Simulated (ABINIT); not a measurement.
ABINIT run on SrO (Fm-3m, 2 atoms in the cell): self-consistent single point.

Computed with PBE, spin-orbit coupling, norm-conserving pseudopotentials (PseudoDojo nc-fr-04 PBE standard) (plane waves; ABINIT).

```xyz
2
Lattice="0.0000 2.5800 2.5800 2.5800 0.0000 2.5800 2.5800 2.5800 0.0000" Properties=species:S:1:pos:R:3 pbc="T T T"
Sr     0.0000     0.0000     0.0000
O      2.5800     2.5800     2.5800
```

Reference input (self-consistent single point, DFT, PBE, plane waves, norm-conserving pseudopotentials (PseudoDojo nc-sr-05 PBE standard)): pseudos = [Sr.upf, O.upf]; ecut = 84 Ry; ixc = 11; occopt = 3; tsmear = 0.00183747 Ha; ngkpt = 8 8 8; nshiftk = 1; shiftk = 0 0 0; potentials = PseudoDojo nc-sr-05 PBE standard; nband = 13; kptopt = 1; nstep = 60. This run's input differs from it in these lines:

```diff
@@ -1,2 +1,2 @@
-# SrO, PseudoDojo nc-sr-05 PBE standard
+# SrO, PseudoDojo nc-fr-04 PBE standard
 pp_dirpath "./"
@@ -17,5 +17,7 @@
 ixc 11
+nspinor 2
+nspden 1
 occopt 3
 tsmear 0.00183747
-nband 13
+nband 28
 kptopt 1
```

Its files differ too (potentials: PseudoDojo nc-sr-05 PBE standard → PseudoDojo nc-fr-04 PBE standard).

Output, abridged:

```
--- !BeginCycle
solver: {iscf: 7, nstep: 60, nline: 4, wfoptalg: 0, }
tolerances: {tolvrs: 1.00E-10, }
...

     iter   Etot(hartree)      deltaE(h)  residm     vres2
 ETOT  1  -50.685597353738    -5.069E+01 9.604E-02 1.413E+03
 ETOT  2  -50.338288173176     3.473E-01 1.634E-02 3.481E+03
 ETOT  3  -50.879369829492    -5.411E-01 2.179E-02 8.660E+01
 ETOT  4  -50.891906711771    -1.254E-02 3.243E-03 5.099E+00
 ETOT  5  -50.892137769274    -2.311E-04 1.417E-03 1.615E+00
   [... 3 lines left out ...]
 ETOT  9  -50.892406574797    -8.488E-09 1.536E-05 1.191E-07
 ETOT 10  -50.892406574814    -1.643E-11 9.522E-06 2.579E-08
 ETOT 11  -50.892406574816    -2.593E-12 4.430E-06 6.159E-10
 ETOT 12  -50.892406574822    -5.386E-12 4.537E-06 1.388E-13
 At SCF step   12       vres2   =  1.39E-13 < tolvrs=  1.00E-10 =>converged.

 Cartesian components of stress tensor (hartree/bohr^3)
  sigma(1 1)= -5.51085913E-05  sigma(3 2)=  0.00000000E+00
  sigma(2 2)= -5.51085913E-05  sigma(3 1)=  0.00000000E+00
  sigma(3 3)= -5.51085913E-05  sigma(2 1)=  0.00000000E+00

 ----iterations are completed or convergence reached----

 reduced coordinates (array xred) for    2 atoms
       0.000000000000      0.000000000000      0.000000000000
       0.500000000000      0.500000000000      0.500000000000
 cartesian forces (eV/Angstrom) at end:
    1     -0.00000000000000    -0.00000000000000    -0.00000000000000
    2     -0.00000000000000    -0.00000000000000    -0.00000000000000
 frms,max,avg= 0.0000000E+00 0.0000000E+00   0.000E+00  0.000E+00  0.000E+00 e/A
   [... lines left out ...]
 Fermi (or HOMO) energy (hartree) =   0.26572   Average Vxc (hartree)=  -0.37478
 Fermi (or HOMO) energy (eV) =   7.23073   Average Vxc (eV)= -10.19830
   [... lines left out ...]
total_energy        : -5.08924065748218E+01
total_energy_eV     : -1.38485281086666E+03
band_energy         : -3.45960914309224E+00
...

-Cartesian components of stress tensor (GPa)         [Pressure=  1.6214E+00 GPa]
- sigma(1 1)= -1.62135046E+00  sigma(3 2)=  0.00000000E+00
- sigma(2 2)= -1.62135046E+00  sigma(3 1)=  0.00000000E+00
- sigma(3 3)= -1.62135046E+00  sigma(2 1)=  0.00000000E+00

 Calculation completed.
```

The run converged in 12 iterations. Against the reference run the pressure hardly changes (1.58 to 1.62 GPa) and the gap on the mesh goes from 3.327 to 3.305 eV.

The starting cell has typed, rounded lattice constants, without a prior relaxation at this level.

Cost on one core of a shared machine: roughly 4 min.
